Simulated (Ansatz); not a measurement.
Consider the following.

```
CELL_PARAMETERS angstrom
     -0.02861     3.57531     3.70075
      3.60979    -0.00440     3.67654
      3.65013     3.59145    -0.04475
ATOMIC_POSITIONS crystal
  Te 0.74872 0.75183 0.74702
  Pb 0.00128 0.99817 0.00298
```

No spin polarisation.

The values are results of PBE, PAW, 420 eV (Ansatz, an electronic-structure program; without spin-orbit coupling), not measurements. k-mesh 8×8×8 (Γ-centred); smearing 0.05 eV (Fermi–Dirac).

Question: Estimate the pressure (mean of the normal stresses, compression positive).

Answer: 0.41 GPa.

Question: What smallest direct gap does the calculation give?

Answer: 1.19 eV.

Spin-orbit coupling, missing from the scalar runs, can matter with Pb and Te. The cells carry an imposed strain or load. Stability against distortions was not tested. The cell was made from PbTe in the zinc blende structure (space group F-43m, No. 216; a hypothetical phase, not in the database extracts checked) by this change: strain tensor (xx, yy, zz, yz, xz, xy) = (−0.64, −2.24, +1.18, −0.28, −0.94, +0.16) %.
